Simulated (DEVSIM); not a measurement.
Structure: abrupt Si n-p junction, at 300 K.

| layer (left to right) | material | thickness (μm) | Nd (cm⁻³) | Na (cm⁻³) | τn (s) | τp (s) |
|---|---|---|---|---|---|---|
| 1 | Si | 6.10 | 9.9e15 | - | 0.00024 | 0.00024 |
| 2 | Si | 0.640 | - | 2.7e16 | 0.00024 | 0.00024 |

Left contact: ohmic. Right contact: ohmic. Voltage is applied to the left contact. Recombination: SRH at mid-gap, Auger. Mobility is μmin + (μ − μmin)/(1 + (N/Nref)^α).

Constants are typed, rounded textbook-type inputs, not results; the design itself was drawn at random and stands for no fabricated device. Values at 300 K.

```tsv
parameter	Si
gap (eV)	1.124
affinity (eV)	4.05
permittivity	11.7
Nc (cm⁻³)	2.86e19
Nv (cm⁻³)	3.1e19
μn (cm²/Vs)	1417
μp (cm²/Vs)	470
μn,min	52
μp,min	45
Nref,n	9.7e16
Nref,p	2.2e17
αn	0.68
αp	0.72
Cn (cm⁶/s)	2.8e-31
Cp (cm⁶/s)	9.9e-32
```

Model (solved in DEVSIM): 1D drift-diffusion, Boltzmann statistics, complete ionisation; no tunnelling, impact ionisation, image-force lowering or self-heating.

**Question.** Give the dark reverse current.

**Answer.** 
```json
[
 {"V (V)": "0.20", "J (A/cm²)": "4.0e-10"},
 {"V (V)": "0.50", "J (A/cm²)": "4.3e-10"},
 {"V (V)": "1.00", "J (A/cm²)": "4.8e-10"},
 {"V (V)": "1.50", "J (A/cm²)": "5.3e-10"},
 {"V (V)": "2.00", "J (A/cm²)": "5.7e-10"},
 {"V (V)": "3.00", "J (A/cm²)": "6.4e-10"},
 {"V (V)": "4.00", "J (A/cm²)": "7.1e-10"},
 {"V (V)": "5.00", "J (A/cm²)": "7.7e-10"},
 {"V (V)": "6.50", "J (A/cm²)": "8.7e-10"},
 {"V (V)": "8.00", "J (A/cm²)": "9.6e-10"},
 {"V (V)": "10.00", "J (A/cm²)": "1.1e-9"}
]
```
